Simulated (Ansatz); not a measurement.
Consider Pb in the fcc (Cu type) structure (space group Fm-3m, No. 225; a = 5.034 Å).

Computed with Ansatz (a first-principles code) PBE, no spin-orbit coupling, earlier PAW set.

For the base:

Lattice parameter a: 5.034 Å

It is then changed as follows: cell and atoms relaxed at a pressure of 18 GPa.

**Question.** What happens to the lattice parameter a?

**Answer.** The lattice parameter a falls by 0.394 Å (5.034 Å → 4.640 Å).

Load acts through the strain it causes; cell and atoms are relaxed under it. No phonon test of stability was made. Measured, Pb leaves this structure (for hcp) near 14 GPa (room temperature; as listed in arXiv:1906.07825).
